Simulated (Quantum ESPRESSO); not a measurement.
## Several settings converged on a (110) slab of Mo (cut from a parent of space group no. 229; 3 atoms in the cell)

```
CELL_PARAMETERS angstrom
      2.71434     0.00000     0.00000
     -3.61912     2.55910     0.00000
      0.00000     0.00000    18.43250
ATOMIC_POSITIONS crystal
  Mo 0.00000 0.00000 0.37976
  Mo 0.00000 0.50000 0.50000
  Mo 0.00000 0.00000 0.62024
```

Base method: LDA (PZ), GBRV 1.5 ultrasoft (LDA) pseudopotentials (plane waves; Quantum ESPRESSO).

Base settings: ecutwfc = 40 Ry; ecutrho = 320 Ry; occupations = smearing; smearing = fermi-dirac; degauss = 0.0073499 Ry; potentials = {Mo: mo_lda_v1.uspp.F.UPF}; K_POINTS = automatic 9 9 1 0 0 0; conv_thr = 1e-10 Ry; mixing_beta = 0.3.

The count of work is k-points × plane waves × bands × iterations; it is no time. Core times come from one kind of shared machine, to one figure; runs under 30 s give none.

**The k-point mesh**

Only quantities that move along the ladder and can be compared are tabulated.

```tsv
K_POINTS	free energy less the last step's (meV/atom)	largest difference of a force vector from the last step's (eV/Å)	count of work / last	core time / last (rough)
automatic 4 4 1 0 0 0	38.13	0.410	0.052	0.09
automatic 6 6 1 0 0 0	-14.38	0.134	0.12	0.2
automatic 8 8 1 0 0 0	0.27	0.086	0.16	0.2
automatic 9 9 1 0 0 0	2.52	0.026	0.23	0.2
automatic 20 20 1 0 0 0	0.00	0.000	1.0	1
```

Coarsest K_POINTS that holds the forces within 0.02 eV/Å: not settled: the last two steps still differ by 0.026 eV/Å, over half the tolerance, so the ladder does not show it.

Coarsest K_POINTS that holds the free energy within 5 meV/atom: not settled: the last two steps still differ by 2.5 meV/atom, over half the tolerance, so the ladder does not show it.

**The depth of the slab**

On the (110) slab of Mo (cut from a parent of space group no. 229; 1 atoms in the cell), and deeper slabs.

Surface energy = (E_slab − N e_bulk)/2A, with e_bulk from the bulk crystal on its finest mesh (680 k-points); errors per atom of slab and bulk, whose meshes differ, grow with N. The bulk cell stands at -6.3 GPa at this level, so the slab is strained in the plane.

The mesh stays at the base's, so the ladder's end is converged at best in this setting alone.

Only quantities that move along the ladder and can be compared are tabulated.

| atoms | unrelaxed surface energy (J/m²) | count of work / last | core time / last (rough) |
|---|---|---|---|
| 1 | 3.761 | 0.075 | 0.08 |
| 3 | 3.429 | 0.37 | 0.3 |
| 4 | 3.349 | 0.53 | 0.5 |
| 6 | 3.347 | 1.0 | 1 |

Smallest size that holds the unrelaxed surface energy within 0.1 J/m² of the last step, with all finer ones: 3, at 0.37 of the last step's count of work and about 0.3 of the last step's time; the step before is off by 0.41 J/m².

On the base run: the starting cell has typed, rounded lattice constants, without a prior relaxation at this level. The slab is cut from that crystal, and its faces are unrelaxed. Its lattice was rescaled by up to half a per cent. Spin polarisation is off.
